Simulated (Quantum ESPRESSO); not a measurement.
Quantum ESPRESSO run on Mg₃Co (Fm-3m, 4 atoms in the cell): self-consistent single point.

Method: vdW-DF2, PseudoDojo standard norm-conserving (PBE) pseudopotentials (plane waves; Quantum ESPRESSO).

```
CELL_PARAMETERS angstrom
      0.00000     3.25418     3.25418
      3.25418     0.00000     3.25418
      3.25418     3.25418     0.00000
ATOMIC_POSITIONS crystal
  Mg 0.25000 0.25000 0.25000
  Mg 0.75000 0.75000 0.75000
  Mg 0.50000 0.50000 0.50000
  Co 0.00000 0.00000 0.00000
```
Moments meant for the start (each program seeds them in its own way; μB, in the order of the atoms Mg Mg Mg Co): 0.0 0.0 0.0 3.0.

Reference input (self-consistent single point, DFT, PBEsol, plane waves, PseudoDojo standard norm-conserving (PBESOL) pseudopotentials): ecutwfc = 100 Ry; occupations = smearing; smearing = fermi-dirac; degauss = 0.0036749 Ry; nspin = 2; potentials = {Mg: Mg.upf, Co: Co.upf}; K_POINTS = automatic 5 5 5 0 0 0; conv_thr = 1e-09 Ry; mixing_beta = 0.3. This run's input differs from it in these lines:

```diff
@@ -19,2 +19,3 @@
  starting_magnetization(2) = 0.176
+ input_dft = 'vdw-df2'
 /
```

Its files differ too (potentials: PseudoDojo standard norm-conserving (PBE)).

Output, abridged:

```
     Self-consistent Calculation

     iteration #  1     ecut=   100.00 Ry     beta= 0.30

---- Real-time Memory Report at c_bands before calling an iterative solver
           237 MiB given to the printing process from OS
           134 MiB allocation reported by mallinfo(arena+hblkhd)
------------------

     -----------------------------------------------
     Non-local corr. energy    =       1.48033453 Ry
     -----------------------------------------------

     total energy              =    -663.68627356 Ry
     estimated scf accuracy    <       2.03877259 Ry

     total magnetization       =     0.45 Bohr mag/cell
   [... lines left out ...]
           387 MiB given to the printing process from OS
           217 MiB allocation reported by mallinfo(arena+hblkhd)
------------------

     -----------------------------------------------
     Non-local corr. energy    =       1.46463966 Ry
     -----------------------------------------------

     Magnetic moment per site  (integrated on atomic sphere of radius R)
     atom   1 (R=0.253)  charge=  8.8390  magn= -0.0146
     atom   2 (R=0.253)  charge=  8.8390  magn= -0.0146
     atom   3 (R=0.253)  charge=  8.8333  magn= -0.0182
     atom   4 (R=0.253)  charge= 16.1436  magn=  0.6266
     End of self-consistent calculation

     the Fermi energy is     8.4767 ev

!    total energy              =    -664.38052058 Ry
     estimated scf accuracy    <          6.1E-10 Ry
     smearing contrib. (-TS)   =      -0.00109341 Ry
     internal energy E=F+TS    =    -664.37942717 Ry

     total magnetization       =     0.52 Bohr mag/cell
     absolute magnetization    =     0.74 Bohr mag/cell

     convergence has been achieved in  22 iterations

     -----------------------------------------------
     Non-local corr. energy    =       1.46463966 Ry
     -----------------------------------------------

     Forces acting on atoms (cartesian axes, Ry/au):

     atom    1 type  1   force =     0.00000000    0.00000000   -0.00000000
   [... zero for the other atoms too ...]

   [... lines left out ...]
     Total force =     0.000000     Total SCF correction =     0.000000
   [... lines left out ...]
     Non-local corr. energy    =       1.46463966 Ry
     -----------------------------------------------

          total   stress  (Ry/bohr**3)                   (kbar)     P=       11.37
   0.00007731  -0.00000000   0.00000000           11.37       -0.00        0.00
  -0.00000000   0.00007731  -0.00000000           -0.00       11.37       -0.00
  -0.00000000   0.00000000   0.00007731           -0.00        0.00       11.37

   JOB DONE.
```

The run converged in 22 iterations. Against the reference run the pressure goes from -1.61 to 1.14 GPa and the size of the net moment hardly changes (0.12 to 0.13 μB/atom).

The starting cell comes from a database of computed structures (which also holds hypothetical and non-ambient phases and stackings), without a prior relaxation at this level. The moments shrank to a small part of their start, a low-spin state that need not be the lowest.

Cost on one core of a shared machine: roughly 5 min.
